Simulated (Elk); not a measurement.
Checking a run of Elk on ZrTiC2 (R-3m, 4 atoms in the cell). The aim is a self-consistent single point with DFT, PBEsol, all-electron FP-LAPW, Elk's shipped species files, default APW+lo basis.

Cell that was meant: a = 5.6118 Å, b = 5.6118 Å, c = 5.6118 Å, α = 33.81°, β = 33.81°, γ = 33.81°.

Part of the input:

```

rgkmax
  7.0

lmaxapw
  4

lmaxo
  3

stype
  0
```

The program printed (abridged):

```
│ Elk code version 10.2.4 │

All units are atomic (Hartree, Bohr, etc.)

│ Ground-state run starting from atomic densities │

   [... lines left out ...]
Total number of valence states :   32
Total number of core states    :   42

Total number of local-orbitals :   36

Exchange-correlation functional :     22     0     0
 PBEsol, Phys. Rev. Lett. 100, 136406 (2008)
 gradient requirement :    1
 generalised gradient approximation (GGA)

Smearing type :    0
 Gaussian
Smearing width :   0.9995820000E-02
Effective electronic temperature (K) :    3156.430308

Mixing type :    3
 Broyden mixing, J. Phys. A: Math. Gen. 17, L317 (1984)

Kohn-Sham potential initialised from atomic data
│ Self-consistent loop started │
│ Loop number : 1 │
 total energy                :     -4519.48360902
│ Loop number : 2 │
 total energy                :     -4519.85365641
RMS change in Kohn-Sham potential (target) :    3.459808448     (  0.1000000000E-05)
Absolute change in total energy (target)   :   0.3700473979     (  0.1000000000E-03)
│ Loop number : 3 │
 total energy                :     -4519.61077212
RMS change in Kohn-Sham potential (target) :    3.404351044     (  0.1000000000E-05)
Absolute change in total energy (target)   :   0.1503724429     (  0.1000000000E-03)
   [... lines left out ...]
Absolute change in total energy (target)   :   0.2088708825E-03 (  0.1000000000E-03)
│ Loop number : 18 │
 total energy                :     -4526.20370091
RMS change in Kohn-Sham potential (target) :   0.1949070412E-05 (  0.1000000000E-05)
Absolute change in total energy (target)   :   0.3011854460E-05 (  0.1000000000E-03)
│ Loop number : 19 │
 total energy                :     -4526.20370677
RMS change in Kohn-Sham potential (target) :   0.3803797658E-06 (  0.1000000000E-05)
Absolute change in total energy (target)   :   0.6619577107E-05 (  0.1000000000E-03)
Convergence targets achieved

│ Loop number : 20 │

Energies :
 Fermi                       :     0.320935572862
 total energy                :     -4526.20371046

Density of states at Fermi energy :    24.26112064
 (states/Hartree/unit cell)

Estimated indirect band gap :   0.2908694902E-02
 from k-point     13 to k-point     15
Estimated direct band gap   :   0.6272477698E-02
 at k-point     15

Charges :
 core                        :    42.00000000
 valence                     :    32.00000000
 interstitial                :    5.041569591
 muffin-tins (core leakage)
  species :    1 (Zr)
   atom    1                 :    38.13432750     (  0.2940676133E-05)
  species :    2 (Ti)
   atom    1                 :    20.41465259     (  0.5599982700E-09)
  species :    3 (C)
   atom    1                 :    5.204725164     (  0.3828037034E-05)
   atom    2                 :    5.204725164     (  0.3828037034E-05)
 total in muffin-tins        :    68.95843041
 total calculated charge     :    74.04446231
 total charge                :    74.00000000
 error                       :   0.4446230928E-01

│ Self-consistent loop stopped │
```

Task: Is anything amiss in this input, and did it matter?

Result: The run is not sound. The fault is too low an angular cutoff in the spheres. The plane waves have to be matched at the sphere boundary up to an l near the radius times the largest wave number. To fix it, raise the angular cutoff. The run converged in 20 iterations without an error; against the sound input the total energy goes down by 338 meV/atom.

An input that runs soundly differs in these lines (not the only fix; some lines may just follow from the change or write a value another way):
```diff
-
-lmaxapw
-  4
-
-lmaxo
-  3
```

With that input, the run converged in 20 iterations: total energy -123162.9239 eV; Fermi level (on the code's own zero) 9.16 eV (DFT, PBEsol, all-electron FP-LAPW, Elk's shipped species files, default APW+lo basis).

On the sound input: the starting cell comes from a database of computed structures (which also holds hypothetical and non-ambient phases and stackings), without a prior relaxation at this level. Its lattice was rescaled by a random factor within 2.5 % of one. Spin polarisation is off. Values depend on the basis (sphere radii, cutoffs, local orbitals), which need not be converged. The log's line on a gap gives a spacing of levels on this mesh, which the program prints for metals too.
